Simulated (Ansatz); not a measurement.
Take TiTe$_{2}$ in the CdI2 type structure (space group P-3m1, No. 164; a = 3.784 Å, c = 6.602 Å; layered, stacked along the Cartesian z axis) as the base.

The values are results of Ansatz (a first-principles code), r2SCAN+rVV10, PAW, cutoff 500 eV, spin-orbit coupling left out, not measurements.

One change was made to it. Results:

| quantity | base | after |
|---|---|---|
| volume per atom | 27.29 Å³ | 23.50 Å³ |
| c/a ratio | 1.745 | 1.694 |

Question: Which of these changes matches the shifts?
A) pressure −1 GPa
B) pressure 3 GPa
C) pressure 7.5 GPa
D) pressure 1.5 GPa

Answer: C, pressure 7.5 GPa. For comparison, the volume per atom in the other runs: pressure −1 GPa gives 28.61 Å³; pressure 1.5 GPa gives 26.14 Å³; pressure 3 GPa gives 25.30 Å³.

Load acts through the strain it causes; cell and atoms are relaxed under it. Stability against distortions was not tested. Competing high-pressure phases were not computed. The final runs are not spin-polarised.
